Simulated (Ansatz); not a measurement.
The reference is Mo in the bcc (W type) structure (space group Im-3m, No. 229; a = 3.151 Å). Axes: x, y, z lie along the cube axes.

All numbers come from r2SCAN/PAW in Ansatz (a quantum-chemistry and plane-wave program), scalar-relativistic without spin-orbit coupling.

Strains are applied to the cell and any free atomic positions relax.

One change was made to it. Results:

The energy goes up by 0.9 meV/atom; the pressure (mean of the normal stresses, compression positive) is still 0.0 GPa.

**Question.** Which change produced these results?
(A) tensor shear ε_xz = +0.68 %
(B) isotropic strain +0.18 %
(C) isotropic strain −5.29 %

**Answer.** A, tensor shear ε_xz = +0.68 %. For comparison, the pressure in the other runs: isotropic strain −5.29 % gives 62.2 GPa; isotropic strain +0.18 % gives -1.4 GPa.

Without a gap, meshes like the base's 21×21×21 leave anisotropic stresses uncertain by several tenths of a GPa, and small strain energies with them. Stability against distortions was not tested. All final runs are without spin polarisation.
